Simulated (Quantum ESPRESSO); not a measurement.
## Convergence test for NiH3 (P6_3/mmc, 8 atoms in the cell)

```cif
data_H6Ni2
_chemical_formula_sum 'Ni2 H6'
_space_group_name_H-M_alt 'P 1'
_space_group_IT_number 1
_cell_length_a 5.10811
_cell_length_b 5.10811
_cell_length_c 2.34043
_cell_angle_alpha 90.000
_cell_angle_beta 90.000
_cell_angle_gamma 120.000
loop_
_space_group_symop_operation_xyz
  'x, y, z'
loop_
_atom_site_label
_atom_site_type_symbol
_atom_site_fract_x
_atom_site_fract_y
_atom_site_fract_z
_atom_site_occupancy
Ni1 Ni 0.66667 0.33333 0.25000 1
Ni2 Ni 0.33333 0.66667 0.75000 1
H1 H 0.41911 0.20955 0.75000 1
H2 H 0.58089 0.79044 0.25000 1
H3 H 0.20955 0.41911 0.25000 1
H4 H 0.79044 0.58089 0.75000 1
H5 H 0.79044 0.20955 0.75000 1
H6 H 0.20955 0.79044 0.25000 1
```

Method: LDA (PZ), PSlibrary ultrasoft (LDA) pseudopotentials (plane waves; Quantum ESPRESSO).

The starting cell comes from a database of computed structures (which also holds hypothetical and non-ambient phases and stackings), without a prior relaxation at this level. Spin polarisation is off.

Held fixed: ecutwfc = 55 Ry; ecutrho = 330 Ry; occupations = smearing; smearing = cold; degauss = 0.0036749 Ry; potentials = {Ni: Ni.pz-n-rrkjus_psl.1.0.0.UPF, H: H.pz-rrkjus_psl.1.0.0.UPF}; K_POINTS = automatic 5 5 9 0 0 0; mixing_beta = 0.7.

ΔF is the free energy per atom less that of the last row (7.3e-14 Ry).

The series runs over conv_thr = 0.0073 Ry; 0.00073 Ry; 7.3e-05 Ry; 7.3e-06 Ry; 7.3e-07 Ry; 7.3e-08 Ry; 1e-09 Ry; 7.3e-10 Ry; 7.3e-12 Ry; 7.3e-14 Ry.

Problem. From which setting on does the largest force stay within 0.005 eV/Å of the last one?

Solution. From conv_thr = 0.00073 Ry on; the one before it is off by 0.013 eV/Å. The value it settles on is 0.167 eV/Å at this level of theory and with the other settings as held.

| conv_thr | ΔF (meV/atom) | pressure (GPa) | largest force (eV/Å) | iterations |
|---|---|---|---|---|
| 0.0073 Ry | 3.1 | 40.21 | 0.155 | 4 |
| 0.00073 Ry | 0.32 | -13.05 | 0.165 | 5 |
| 7.3e-05 Ry | 0.03 | -4.02 | 0.166 | 6 |
| 7.3e-06 Ry | 0.00 | 0.59 | 0.167 | 7 |
| 7.3e-07 Ry | 0.00 | -0.28 | 0.167 | 8 |
| 7.3e-08 Ry | 0.00 | -0.65 | 0.168 | 9 |
| 1e-09 Ry | 0.00 | -0.56 | 0.167 | 11 |
| 7.3e-10 Ry | 0.00 | -0.56 | 0.167 | 11 |
| 7.3e-12 Ry | 0.00 | -0.56 | 0.167 | 12 |
| 7.3e-14 Ry | 0.00 | -0.56 | 0.167 | 14 |
